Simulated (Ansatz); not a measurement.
Ansatz (an electronic-structure program) run on GaPt3 (P4/mbm, 8 atoms in the cell): self-consistent single point.

Level of theory: r2SCAN, default PAW files made with PBE (plane waves; Ansatz).

```
GaPt3
1.0
    5.58585     0.00000     0.00000
    0.00000     5.58585     0.00000
    0.00000     0.00000     3.93755
Ga Pt
2 6
Cartesian
  0.00000   2.79292   1.96877
  2.79292   0.00000   1.96877
  4.25949   1.46656   0.00000
  1.32636   4.11929   0.00000
  4.11929   4.25949   0.00000
  1.46656   1.32636   0.00000
  2.79292   2.79292   1.96877
  0.00000   0.00000   1.96877
```

Reference input (self-consistent single point, DFT, r2SCAN, plane waves, default PAW files made with PBE): basis.ecutwfc = 500 eV; kpoints.mp_grid.grid = 5 5 7; hamiltonian.xc = r2scan; hamiltonian.pseudopotentials = {kind: paw} (the program's default PAW files); scf.occupations.method = fermi_dirac; scf.occupations.width = 0.136 eV. This run's input differs from it in these lines:

Ansatz 0.2 input:
```diff
@@ -16,3 +16,3 @@
 basis:
-  ecutwfc: 500.0
+  ecutwfc: 200.0
 kpoints:
```

Log, with long lists cut:

```
SCF iter   1: F=—  HF=-82729.084340 eV  |F-HF|=—  |Δ(HF+E_count)|=         —  Δρ=1.42e-1  dr2=1.28e1  dr2_τ=5.25e0  ethr=1.77e-3  ⟨swp⟩=4.8  Hψ=5678  notcnv=0  defer=9
all-band conjugate gradients solve this SCF's bands
preconditioner: auto → Kerker (q_TF=auto, 2.768 Å⁻¹)
SCF iter   2: F=—  HF=-82722.037194 eV  |F-HF|=—  |Δ(HF+E_count)|=    7.05e0  Δρ=6.81e-2  dr2=2.19e0  dr2_τ=1.60e-1  ethr=1.77e-3  ⟨swp⟩=2.0  Hψ=4014  notcnv=0  defer=90
   [... lines left out ...]
SCF iter   8: F=—  HF=-82721.405116 eV  |F-HF|=—  |Δ(HF+E_count)|=   4.08e-6  Δρ=4.14e-5  dr2=2.34e-6  dr2_τ=3.51e-7  ethr=1.38e-8  ⟨swp⟩=2.0  Hψ=2646  notcnv=0  defer=90
SCF iter   9: F=—  HF=-82721.405117 eV  |F-HF|=—  |Δ(HF+E_count)|=   9.76e-7  Δρ=1.60e-5  dr2=3.14e-7  dr2_τ=3.71e-8  ethr=1.74e-9  ⟨swp⟩=2.0  Hψ=2659  notcnv=0  defer=90
SCF iter  10: F=-82721.405117 eV  HF=-82721.405117 eV  |F-HF|=8.25e-9  |Δ(HF+E_count)|=   2.66e-7  Δρ=2.99e-6  dr2=9.93e-9  dr2_τ=2.59e-10  ethr=7.46e-11  ⟨swp⟩=8.4  Hψ=6562  notcnv=0
SCF 1 converged in 10 iterations: F = -82721.405117 eV  dr2 = 9.93e-9
Free energy (F): -82721.405117 eV
Internal energy: -82721.090027 eV  (E = F + TS)
E sigma→0 (E₀):  -82721.247572 eV
Entropy (-TS):   -0.315091 eV (-39.386 meV/atom)
Fermi energy:    19.821902 eV
--- Forces (eV/Å), atoms counted from 1 ---
  atom   1  Ga    -0.00000000     0.00000000     0.00000000
  atom   2  Ga     0.00000000    -0.00000000     0.00000000
  atom   3  Pt     0.29748836     0.29748836     0.00000000
  atom   4  Pt    -0.29748836    -0.29748836     0.00000000
  atom   5  Pt    -0.29748836     0.29748836     0.00000000
  atom   6  Pt     0.29748836    -0.29748836     0.00000000
  atom   7  Pt     0.00000000    -0.00000000     0.00000000
  atom   8  Pt    -0.00000000     0.00000000     0.00000000
--- Stress (GPa, compression-positive) ---
      -13.823287       0.000000       0.000000
        0.000000     -13.823287       0.000000
        0.000000       0.000000     -12.845250
  P = ⅓ Tr σ = -13.4973 GPa (-134.973 kbar)
  The stress holds the Pulay correction. Without it, at fixed plane waves, as pw.x and ABINIT print it: P = -506.8227 GPa
```

The run converged in 10 iterations. Against the reference run the free energy goes up by 10.5 eV/atom, the pressure goes from -5.96 to -13.50 GPa and the largest force goes from 0.013 to 0.421 eV/Å.

The starting cell comes from a database of computed structures (which also holds hypothetical and non-ambient phases and stackings), without a prior relaxation at this level. Spin polarisation is off. Ansatz's pressure includes its estimate of the finite-basis (Pulay) stress. Without the estimate this run gives -506.82 GPa. The cutoff lies below the one recommended for these files.
